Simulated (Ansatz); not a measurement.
We consider CdS (model structure, started from the BN type, Pm-3n, No. 223, 12 atoms in the cell), described by HSE06 in Ansatz (plane waves, PAW).

The run printed, among other lines:

```
WARN output.stress: scf.exx.energy_threshold = 1e-6 eV is looser than the 1.2e-7 eV advised for a stress under a hybrid functional (1e-8 eV for each atom of …
Crystal: 12 atoms, lattice volume = 367.858 Å³
Basis set: ecut = 460 eV, 8289 PW (Γ), exchange–correlation on 108×108×108 points (8 copies of the dense FFT grid, shifted against one another)
Bands: 94, of which v1, the nominal top of the filled ones, is band 78 counted from 1 (77 counted from 0)
Symmetry: 48 space group operations
Space group: Pm-3n (ITA 223), of the structure as read, at distance tolerance 7.2e-5 Å
k-points: 10 of 64
SCF iter   1: F=—  HF=-54945.991469 eV  |F-HF|=—  |Δ(HF+E_count)|=         —  Δρ=1.49e-3  dr2=5.48e-3
SCF iter   2: F=—  HF=-54945.994211 eV  |F-HF|=—  |Δ(HF+E_count)|=   2.74e-3  Δρ=3.37e-4  dr2=3.85e-4
  ...
Crystal: 12 atoms, lattice volume = 367.858 Å³
Initial density: handed on by an earlier stage of this run
Crystal: 12 atoms, lattice volume = 367.858 Å³
SCF 3 converged in 6 iterations: F = -54972.217174 eV  dr2 = 8.37e-10
Crystal: 12 atoms, lattice volume = 367.858 Å³
SCF iter   1: F=—  HF=-54972.217175 eV  |F-HF|=—  |Δ(HF+E_count)|=         —  Δρ=1.87e-6  dr2=8.03e-9
SCF iter   2: F=-54972.217175 eV  HF=-54972.217175 eV  |F-HF|=2.91e-11  |Δ(HF+E_count)|=   1.53e-9  Δρ=3.35e-7  dr2=2.69e-10
SCF 4 converged in 2 iterations: F = -54972.217175 eV  dr2 = 2.69e-10
Free energy (F): -54972.217175 eV
Internal energy: -54972.217175 eV  (E = F + TS)
E sigma→0 (E₀):  -54972.217175 eV
Fermi energy:    5.203946 eV
--- Stress (GPa, compression-positive) ---
        1.387165       0.000000      -0.000000
       -0.000000       1.387165       0.000000
        0.000000       0.000000       1.387165
  P = ⅓ Tr σ = 1.3872 GPa (13.872 kbar)
```

Write an input file that could have produced this run (the log leaves some choices open).

Several could match; the one computed here: 
Ansatz 0.2 input:
```yaml
crystal:
  lattice:
    - [7.165170775, 0.0, 0.0]
    - [0.0, 7.165170775, 0.0]
    - [0.0, 0.0, 7.165170775]
  atoms:
    - { symbol: Cd, position: [0.25, 0.0, 0.5] }
    - { symbol: Cd, position: [0.5, 0.25, 0.0] }
    - { symbol: Cd, position: [0.5, 0.75, 0.0] }
    - { symbol: Cd, position: [0.75, 0.0, 0.5] }
    - { symbol: Cd, position: [0.0, 0.5, 0.75] }
    - { symbol: Cd, position: [0.0, 0.5, 0.25] }
    - { symbol: S, position: [0.25, 0.5, 0.0] }
    - { symbol: S, position: [0.0, 0.25, 0.5] }
    - { symbol: S, position: [0.0, 0.75, 0.5] }
    - { symbol: S, position: [0.75, 0.5, 0.0] }
    - { symbol: S, position: [0.5, 0.0, 0.75] }
    - { symbol: S, position: [0.5, 0.0, 0.25] }
basis:
  ecutwfc: 460
  ecutrho_ratio: 4
  xc_grid: 2
kpoints:
  mp_grid: { grid: [4, 4, 4] }
hamiltonian:
  xc: hse06
  dispersion: none
  pseudopotentials: { kind: paw }
scf:
  occupations: { method: fermi_dirac, width: 0.01 }
  convergence: { dr2_threshold: 0.0000000012 }
output:
  forces: true
  stress: true
  eigenvalues: true
```

The PAW data were made under PBE.

Note: the relaxation could raise the start's symmetry but not lower it, so the cell can be a saddle point. Note: cell and atoms aren't relaxed at this level (pressure 1.4 GPa).

Computing time: roughly 14 core-minutes.

A model structure was made by putting elements into a prototype or built by hand; it is no filed structure, need not be a known phase, and can be a saddle point held by its symmetry.

Ansatz is an electronic-structure program.
